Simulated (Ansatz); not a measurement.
The parent structure is CsSnBr$_{3}$ in the cubic perovskite structure (space group Pm-3m, No. 221; a = 5.7645 Å).

Computed with DFT with PBEsol, PAW potentials and a 420 eV plane-wave cutoff in Ansatz (a program for electronic structure), scalar-relativistic without spin-orbit coupling, earlier PAW set.

Before the change:

The lattice parameter a is 576.4 pm.

The change: Li takes the place of Cs on all its sites; the structure is relaxed again.

Tabulated Pauling electronegativity and covalent radius: Cs 0.79, 2.44 Å; Li 0.98, 1.28 Å.

Task: Predict the new lattice parameter a.

Result: The lattice parameter a shrinks by 5.8 pm (576.4 pm → 570.6 pm).

No phonon test of stability was made. As relaxed here, LiSnBr3 is a hypothetical phase, not in the database extracts checked. Many cubic perovskites are stable only at high temperature; tilts and polar distortions were not tested.
